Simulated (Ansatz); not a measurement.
ScAl3: response to strain

Base system: ScAl3 in the Cu3Au type structure (space group Pm-3m, No. 221; relaxed with 0.1 eV smearing).

```yaml
crystal:
  lattice:
    - [4.03268, 0.00000, 0.00000]
    - [0.00000, 4.03268, 0.00000]
    - [0.00000, 0.00000, 4.03268]
  atoms:
    - { symbol: Sc, position: [0.00000, 0.00000, 0.00000] }
    - { symbol: Al, position: [0.00000, 0.50000, 0.50000] }
    - { symbol: Al, position: [0.50000, 0.00000, 0.50000] }
    - { symbol: Al, position: [0.50000, 0.50000, 0.00000] }
```

Cartesian axes are those of the cell as printed.

Strains are applied to the cell and any free atomic positions relax.

The values are results of DFT with LDA, PAW potentials and a 420 eV plane-wave cutoff in Ansatz (a program for electronic structure), without spin-orbit coupling, not measurements.

Notes on the quantities. energy relative to the base: free energy F; pressure: mean of the normal stresses, compression positive.

```json
[
 {"case": "base", "energy relative to the base": "0 meV/atom", "pressure": "0.0 GPa", "shortest interatomic distance": "2.852 Å"},
 {"case": "tensor shear ε_xy = +1.00 %", "energy relative to the base": "+1.6 meV/atom", "pressure": "0.1 GPa", "shortest interatomic distance": "2.823 Å"},
 {"case": "tensor shear ε_xy = +1.67 %", "energy relative to the base": "+4.6 meV/atom", "pressure": "0.1 GPa", "shortest interatomic distance": "2.804 Å"},
 {"case": "tensor shear ε_xy = +2.00 %", "energy relative to the base": "+6.6 meV/atom", "pressure": "0.2 GPa", "shortest interatomic distance": "2.795 Å"},
 {"case": "tensor shear ε_xy = +1.33 %", "energy relative to the base": "+2.9 meV/atom", "pressure": "0.1 GPa", "shortest interatomic distance": "2.814 Å"},
 {"case": "tensor shear ε_xy = +0.33 %", "energy relative to the base": "+0.2 meV/atom", "pressure": "0.0 GPa", "shortest interatomic distance": "2.842 Å"},
 {"case": "tensor shear ε_xy = +0.67 %", "energy relative to the base": "+0.7 meV/atom", "pressure": "0.0 GPa", "shortest interatomic distance": "2.832 Å"}
]
```

No phonon test of stability was made. The final runs are not spin-polarised.
